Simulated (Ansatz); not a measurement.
Amorphous Si23O48AlH, 73 atoms at 2.21 g/cm³, one PBE-relaxed geometry, zone centre. Methods: PBE, scalar-relativistic without spin-orbit coupling (Ansatz, a program for electronic structure); r2SCAN, scalar-relativistic without spin-orbit coupling (Ansatz); HSE06, scalar-relativistic without spin-orbit coupling (Ansatz). Plane waves to 420 eV (r2SCAN 500 eV); exact exchange is cut at the cell's faces. At PBE the levels at the filled edge of the gap are localised (band-tail or defect states), and the nearest spread-out levels lie 5.3 eV apart at the zone centre. All rungs ran without spin polarisation.

It comes from a melt-quench run on a machine-learned potential (CHGNet), relaxed afterwards by DFT. O atoms were pushed apart under 1.9 Å during the dynamics, to hinder bonds among them. The hot cell started wider than the set density and was brought back towards it in steps. It is the lowest in DFT energy of 2 quenches. It is a model cell: composition and starting density were chosen by hand, and all elements were melted together. No dispersion term was used. Its density started from a set value of 2.21 and ended at 2.21 g/cm³. The simulated quench (nominally 530 K/ps over its main leg) is rapid and tends to freeze in more defects than a deposited or slowly cooled glass has. Values belong to this one cell and scatter from quench to quench. The volume was held where the preparation left it, at a PBE pressure of 0.7 GPa. Stress components on the final sampling reach 2.6 GPa.

The relaxation ran on the zone centre alone. At PBE the level gap is 4.82 eV on a 2×2×2 Γ-centred mesh, and the spacing at the zone centre alone 4.83 eV.

Question: What zone-centre spacing does r2SCAN give, roughly?

Answer: 5.52 eV (+0.70 eV against PBE).

Question: What zone-centre spacing does HSE06 give, roughly?

Answer: 6.63 eV (+1.80 eV against PBE).

The highest filled and the lowest empty state spread over these numbers of atoms (participation numbers): PBE: 6.4 and 58.7; r2SCAN: 6.6 and 59.1; HSE06: 6.2 and 58.8.
